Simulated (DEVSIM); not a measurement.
System: illuminated Si n-on-p cell, one wavelength, with a back-surface field, at 350 K.

| layer (left to right) | material | thickness (μm) | Nd (cm⁻³) | Na (cm⁻³) | τn (s) | τp (s) | absorption coefficient (cm⁻¹) |
|---|---|---|---|---|---|---|---|
| 1 | Si | 0.0790 | 3.4e18 | - | 5.5e-6 | 0.00012 | 520 |
| 2 | Si | 83.0 | - | 2.7e15 | 0.0005 | 0.0005 | 520 |
| 3 | Si | 0.470 | - | 3.8e17 | 0.0005 | 0.0005 | 520 |

Left contact: ohmic, minority hole recombination velocity 100 cm/s. Right contact: ohmic, minority electron recombination velocity 1e6 cm/s. Voltage is applied to the left contact. Recombination: SRH at mid-gap, radiative, Auger. Light enters at the left, 1.4e17 photons cm⁻² s⁻¹, one pass, no reflection. Mobility is constant in doping.

The device is made up for the run: typed textbook-type constants, with dimensions and the other settings drawn at random. Values at 300 K; Nc and Nv go as T^1.5, mobilities as T to minus their exponent, the gap by Varshni's rule with the affinity fixed.

| parameter | Si |
|---|---|
| gap (eV) | 1.124 |
| affinity (eV) | 4.05 |
| permittivity | 11.7 |
| Nc (cm⁻³) | 2.86e19 |
| Nv (cm⁻³) | 3.1e19 |
| μn (cm²/Vs) | 1417 |
| μp (cm²/Vs) | 470 |
| T exponent of μn | 2.3 |
| T exponent of μp | 2.2 |
| B (cm³/s) | 4.7e-15 |
| Cn (cm⁶/s) | 2.8e-31 |
| Cp (cm⁶/s) | 9.9e-32 |
| Varshni α (eV/K) | 0.000473 |
| Varshni β (K) | 636 |

Model (solved in DEVSIM): 1D drift-diffusion, Boltzmann statistics, complete ionisation; no tunnelling, impact ionisation, image-force lowering or self-heating.

Tabulate band edges, carrier densities and field at zero bias, in the dark.

Energies count from the Fermi level of the right contact; mesh points crowd at the junctions.

```csv
x (μm),Ec (eV),Ev (eV),n (cm⁻³),p (cm⁻³),field (V/cm)
0.000,0.071,-1.040,3.4e18,42000,≈ 0
0.02874,0.071,-1.040,3.4e18,42000,≈ 0
0.06211,0.071,-1.040,3.4e18,42000,150
0.08965,0.170,-0.941,1.3e17,1100000,42000
0.1829,0.383,-0.728,1.1e14,1.3e9,19000
0.3955,0.681,-0.429,5.6e9,2.6e13,9600
0.9616,0.821,-0.289,5.4e7,2.7e15,46
3.400,0.822,-0.289,5.3e7,2.7e15,≈ 0
9.331,0.822,-0.289,5.3e7,2.7e15,≈ 0
24.75,0.822,-0.289,5.3e7,2.7e15,≈ 0
56.59,0.822,-0.289,5.3e7,2.7e15,≈ 0
75.92,0.822,-0.289,5.3e7,2.7e15,≈ 0
80.40,0.822,-0.289,5.3e7,2.7e15,≈ 0
82.09,0.822,-0.289,5.3e7,2.7e15,≈ 0
82.84,0.826,-0.285,4.7e7,3.1e15,470
83.00,0.853,-0.258,1.9e7,7.6e15,4400
83.07,0.909,-0.202,2900000,4.9e16,19000
83.09,0.968,-0.143,420000,3.4e17,4500
83.19,0.971,-0.140,380000,3.8e17,≈ 0
83.37,0.971,-0.140,380000,3.8e17,≈ 0
83.49,0.971,-0.140,380000,3.8e17,≈ 0
83.55,0.971,-0.140,380000,3.8e17,≈ 0
```
